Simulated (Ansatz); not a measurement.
The starting structures come from a database of crystals and need not be the phases stable at ambient conditions.

 Where the default PAW files enter, the runs use the earlier of Ansatz's two default sets.

Given:

```xyz
8
Lattice="5.2550 0.0000 0.0000 -2.6275 5.1773 0.0000 2.6275 1.3334 4.3512" Properties=species:S:1:pos:R:3 pbc="T T T"
Cd     0.0000     3.2554     2.1756
Sn     0.0000     0.0000     0.0000
F      4.2353     2.4272     3.9793
F      1.0196     4.0835     0.3719
F      1.7932     2.0346     2.6983
F      3.4618     4.4761     1.6529
F      4.4814     1.5172     1.0097
F      0.7736     4.9936     3.3415
```

Space group of this cell: R-3. The cell is taken as given.

Transport runs along the normal of the first two printed cell vectors, the (101) plane of the conventional cell.

The gap is the functional's own. No spin-orbit coupling. Mid-gap values are interpolated on the energy grid.

Q: Estimate the band gap and the smallest decay constant κ at mid-gap that PBEsol in Ansatz (an electronic-structure program) returns for this system.

A: Gap 3.93 eV on a 8×8×8 mesh; κ = 0.424 1/Å, at the zone centre.
